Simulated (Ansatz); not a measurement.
Ansatz (a program for electronic structure) run on BaLi2Mg2Si2 (R3m, 7 atoms in the cell): relaxation of the atoms.

Method of the run: LDA (PW92), default PAW files made with PBE (plane waves; Ansatz).

The change in words: one atom moved by 0.15 angstrom; relax: default → atoms; relax.f_tol: default → 0.001 eV/Å. Reference geometry:
```
CELL_PARAMETERS angstrom
      2.28348     1.31837     8.69511
     -2.28348     1.31837     8.69511
      0.00000    -2.63673     8.69511
ATOMIC_POSITIONS crystal
  Ba 0.00000 0.00000 0.00000
  Li 0.57044 0.57044 0.57044
  Li 0.42956 0.42956 0.42956
  Mg 0.86433 0.86433 0.86433
  Mg 0.13567 0.13567 0.13567
  Si 0.75790 0.75790 0.75790
  Si 0.24210 0.24210 0.24210
```

Reference input (self-consistent single point, DFT, LDA (PW92), plane waves, default PAW files made with PBE): basis.ecutwfc = 420 eV; kpoints.mp_grid.grid = 8 8 8; hamiltonian.xc = lda; hamiltonian.pseudopotentials = {kind: paw} (the program's default PAW files); scf.occupations.method = fermi_dirac; scf.occupations.width = 0.1 eV. This run's input differs from it in these lines:

```diff
@@ -6,3 +6,3 @@
   atoms:
-    - { symbol: Ba, position: [0.00000000, 0.00000000, 0.00000000] }
+    - { symbol: Ba, position: [0.00575000, 0.00575000, 0.00575000] }
     - { symbol: Li, position: [0.57044300, 0.57044300, 0.57044300] }
@@ -26,2 +26,4 @@
     width: 0.1
+relax:
+  f_tol: 0.001
 output:
```

The program printed (abridged):

```
   [... SCF lines of the steps left out ...]
relax step   1: F+E_penalty+E_count = -11205.73705981 eV  Δ(F+E_penalty+E_count) = +0.000e0 eV  max|allowed force component| = 6.249e-1 eV/Å  Δτ_max = 0.0000 Å  (8 SCF iters, dr2 threshold 1.00e-7 eV, accepted)
relax step   2: F+E_penalty+E_count = -11205.76371516 eV  Δ(F+E_penalty+E_count) = -2.666e-2 eV  max|allowed force component| = 2.730e-1 eV/Å  Δτ_max = 0.1675 Å  (6 SCF iters, dr2 threshold 2.44e-5 eV, accepted)
   [... lines left out ...]
relax step   4: F+E_penalty+E_count = -11205.78246702 eV  Δ(F+E_penalty+E_count) = +9.836e-4 eV  max|allowed force component| = 6.182e-2 eV/Å  Δτ_max = 0.0174 Å  (6 SCF iters, dr2 threshold 6.32e-8 eV, rejected (line search))
relax step   5: F+E_penalty+E_count = -11205.78370984 eV  Δ(F+E_penalty+E_count) = -2.592e-4 eV  max|allowed force component| = 2.556e-3 eV/Å  Δτ_max = 0.0085 Å  (5 SCF iters, dr2 threshold 6.32e-8 eV, accepted)
relax step   6: F+E_penalty+E_count = -11205.78371104 eV  Δ(F+E_penalty+E_count) = -1.196e-6 eV  max|allowed force component| = 4.542e-4 eV/Å  Δτ_max = 0.0005 Å  (4 SCF iters, accepted)
the relaxation is at rest under the 6 symmetry operations that the run kept from its start: a minimum is not shown …
Stability not checked: this state was not tested for a lower state beside it, because too few of the mixer's solves of this state at the end of the SCF gave a …
Free energy (F): -11205.783711 eV
Internal energy: -11205.745574 eV  (E = F + TS)
E sigma→0 (E₀):  -11205.764643 eV
Entropy (-TS):   -0.038137 eV (-5.448 meV/atom)
Fermi energy:    5.747692 eV
--- Forces (eV/Å), atoms counted from 1 ---
  atom   1  Ba     0.00000000     0.00000000    -0.00045733
   [... lines left out ...]
    - { symbol: Mg, position: [0.8650634831367037, 0.8650634831367037, 0.8650634831367039] }
    - { symbol: Mg, position: [0.13657667973251278, 0.13657667973251278, 0.13657667973251278] }
    - { symbol: Si, position: [0.7587102681892064, 0.7587102681892064, 0.7587102681892065] }
    - { symbol: Si, position: [0.24292377981890004, 0.24292377981890004, 0.24292377981890007] }
```

The run converged. 

Summary of the result:
```
Property                                                 Result
-----------------------------------------------  --------------
Free energy E − TS (on the zero of these files)  -11205.7837 eV
Fermi level (on the code's own zero)                    5.75 eV
Pressure                                              -2.35 GPa
Relaxation steps                                              6
```

The starting cell comes from a database of computed structures (which also holds hypothetical and non-ambient phases and stackings), without a prior relaxation at this level. Its lattice was rescaled by up to half a per cent. For this run, on top of that: one atom moved by 0.15 angstrom. The relaxation keeps the symmetry of its start, so its end need not be a minimum. Ansatz's pressure includes its estimate of the finite-basis (Pulay) stress.

Cost on one core of a shared machine: roughly 2 min.

Keys are those of Ansatz 0.2.
